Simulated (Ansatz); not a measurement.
Output of an Ansatz run (abridged):

```
WARN ansatz: RAYON_NUM_THREADS=1 ignored (pool sized by the plan → 1); use --threads N
Pseudopotentials: kind: paw
Pseudopotential: Ir, paw, valence charge 17
Pseudopotential: Rh, paw, valence charge 17
Crystal: 4 atoms, lattice volume = 57.120 Å³
Basis set: ecut = 420 eV, 1129 PW (Γ), exchange–correlation on 64×64×64 points (8 copies of the dense FFT grid, shifted against one another)
Bands: 41, of which v1, the nominal top of the filled ones, is band 34 counted from 1 (33 counted from 0)
Symmetry: 8 space group operations
Space group: I4mm (ITA 107), of the structure as read, at distance tolerance 3.9e-5 Å
k-points: 59 of 512 (time reversal used)
PAW frozen core: Ir, regenerated for the run's functional, and the local potential with it
PAW frozen core: Rh, regenerated for the run's functional, and the local potential with it
Initial density: superposition of atomic densities (neutral atoms: chi_scale 0, normalization atom), corrected by the library's trained network
Initial wavefunctions: pseudopotential atomic-orbital guess
Eigensolver: davidson
Functional: x = pbesol(κ = 0.804, μ = 0.12345679012345678), c = pbesol(β = 0.046)
SCF iter   1: F=—  HF=-41735.933020 eV  |F-HF|=—  |Δ(HF+E_count)|=         —  Δρ=9.61e-3  dr2=5.72e-2  ethr=1.77e-3  ⟨swp⟩=5.5  Hψ=7974  notcnv=0
all-band conjugate gradients solve this SCF's bands
preconditioner: auto → Kerker (q_TF=auto, 2.809 Å⁻¹)
SCF iter   2: F=—  HF=-41735.929768 eV  |F-HF|=—  |Δ(HF+E_count)|=   3.25e-3  Δρ=4.34e-3  dr2=1.09e-2  ethr=8.41e-5  ⟨swp⟩=1.0  Hψ=2891  notcnv=0
SCF iter   3: F=—  HF=-41735.928447 eV  |F-HF|=—  |Δ(HF+E_count)|=   1.32e-3  Δρ=6.85e-4  dr2=1.25e-4  ethr=1.60e-5  ⟨swp⟩=2.4  Hψ=3635  notcnv=0
SCF iter   4: F=—  HF=-41735.928452 eV  |F-HF|=—  |Δ(HF+E_count)|=   4.89e-6  Δρ=8.60e-5  dr2=5.56e-6  ethr=1.84e-7  ⟨swp⟩=2.1  Hψ=3460  notcnv=0
SCF iter   5: F=—  HF=-41735.928449 eV  |F-HF|=—  |Δ(HF+E_count)|=   2.99e-6  Δρ=2.71e-5  dr2=4.78e-7  ethr=8.18e-9  ⟨swp⟩=2.2  Hψ=3609  notcnv=0
SCF iter   6: F=-41735.928449 eV  HF=-41735.928449 eV  |F-HF|=1.28e-8  |Δ(HF+E_count)|=   9.45e-8  Δρ=6.02e-6  dr2=2.33e-8  ethr=1.47e-10  ⟨swp⟩=4.2  Hψ=7974  notcnv=0
SCF 1 converged in 6 iterations: F = -41735.928449 eV  dr2 = 2.33e-8
SCF converged after 6 iterations
Free energy (F): -41735.928449 eV
Harris-Foulkes:  -41735.928449 eV  (|F-HF|=1.28e-8)
Internal energy: -41735.789771 eV  (E = F + TS)
E sigma→0 (E₀):  -41735.859110 eV
Entropy (-TS):   -0.138678 eV (-34.669 meV/atom)
Fermi energy:    24.264163 eV
--- Per-component energies (eV) ---
  E_band       = -373.437014
  E_kinetic    = 2439.282728
  E_local      = -4841.559206  (includes V_loc(G=0)·N_el)
  E_nonlocal   = 583.451217
  E_hartree    = 1797.765297
  E_xc         = -1018.997852
  E_vxc        = -1175.590207  (∫ρ·V_xc dr)
  E_paw        = -30789.533968  (= ΣΔE_a)
  E_vpaw       = -974.549901  (= ΣTr[D̂ρ^β])
  E_aug_tail   = 0.000971  (compensation charges beyond the density's cutoff)
  E_ewald      = -9907.271013
  E_core_change = 1.072054  (= ΣΔE_core)
  E_smearing   = -0.138678  (= −TS)
  E_closure    = 0.000000  (closes the sum)
  Σ components = -41735.928449   (vs F -41735.928449, Δ=0.00e0)
--- Forces (eV/Å), atoms counted from 1 ---
  atom   1  Ir    -0.00000000     0.00000000     0.27566844
  atom   2  Ir     0.00000000     0.00000000     0.27566844
  atom   3  Ir    -0.00000000     0.00000000    -0.67581302
  atom   4  Rh     0.00000000     0.00000000     0.12446782
  max |Σ_I F_I| component: 8.31e-6 eV/Å
--- Stress (GPa, compression-positive) ---
       -8.761369       0.000000      -0.000000
        0.000000      -8.761369       0.000000
       -0.000000       0.000000      -8.695699
  P = ⅓ Tr σ = -8.7395 GPa (-87.395 kbar)
  The stress holds the Pulay correction. Without it, at fixed plane waves, as pw.x and ABINIT print it: P = -8.8111 GPa
--- Band table (eV; the first three rows and the last of 59) ---
  k-point 0: bands = ["-68.4755", "-68.3888", "-68.3586", "-54.6422", "-25.5486", "-25.4143", "-25.4143", "-25.3156", "-25.3156", "-25.1688", "-25.0311", "-25.0129", "-25.0129", "-22.5495", "-22.5495", "-22.5393", "13.9723", "16.9444", "17.4368", [...]
  k-point 1: bands = ["-68.4735", "-68.3877", "-68.3617", "-54.6423", "-25.5530", "-25.4053", "-25.3778", "-25.3308", "-25.3154", "-25.1420", "-25.0693", "-25.0358", "-25.0066", "-22.5579", "-22.5479", "-22.5402", "14.4118", "17.2400", "17.7609", [...]
  k-point 2: bands = ["-68.4691", "-68.3846", "-68.3691", "-54.6422", "-25.5773", "-25.4245", "-25.3672", "-25.3268", "-25.2095", "-25.1925", "-25.0942", "-25.0575", "-24.9963", "-22.5672", "-22.5442", "-22.5425", "15.5873", "17.8493", "18.1503", [...]
  k-point 58: bands = ["-68.4639", "-68.4004", "-68.3587", "-54.6425", "-25.5251", "-25.5251", "-25.3321", "-25.2420", "-25.1759", "-25.1759", "-25.1618", "-25.0414", "-25.0414", "-22.5620", "-22.5465", "-22.5465", "16.4197", "16.7761", "17.0018", [...]
```

The structure:

```
CELL_PARAMETERS angstrom
     -1.92485     1.92485     3.85424
      1.92485    -1.92485     3.85424
      1.92485     1.92485    -3.85424
ATOMIC_POSITIONS crystal
  Ir 0.75000 0.25000 0.50000
  Ir 0.25000 0.75000 0.50000
  Ir 0.50649 0.50649 0.00000
  Rh 0.00000 0.00000 0.00000
```

Reconstruct the input of this run.

Other spellings and defaults could give the same log, and not every line can be read from it. The input that was run (DFT, PBEsol, plane waves, default PAW files made with PBE):

Ansatz 0.2 input:
```yaml
crystal:
  lattice:
    - [-1.924847, 1.924847, 3.854238]
    - [1.924847, -1.924847, 3.854238]
    - [1.924847, 1.924847, -3.854238]
  atoms:
    - { symbol: Ir, position: [0.750000, 0.250000, 0.500000] }
    - { symbol: Ir, position: [0.250000, 0.750000, 0.500000] }
    - { symbol: Ir, position: [0.506486, 0.506486, 0.000000] }
    - { symbol: Rh, position: [0.000000, 0.000000, 0.000000] }
basis:
  ecutwfc: 420.0 eV
kpoints:
  mp_grid: { grid: [8, 8, 8] }
hamiltonian:
  xc: pbesol
  pseudopotentials: { kind: paw }
scf:
  occupations: { method: fermi_dirac, width: 0.1 eV }
output:
  forces: true
  eigenvalues: true
  stress: true
```

The starting cell comes from a database of computed structures (which also holds hypothetical and non-ambient phases and stackings), without a prior relaxation at this level. Its lattice was rescaled by up to half a per cent. One atom was moved a little off its site on purpose. Spin-orbit coupling is off. Spin polarisation is off. With a pressure of about -9 GPa the cell is away from its equilibrium volume at this level. Ansatz's pressure includes its estimate of the finite-basis (Pulay) stress.

Ansatz is a program for electronic structure.
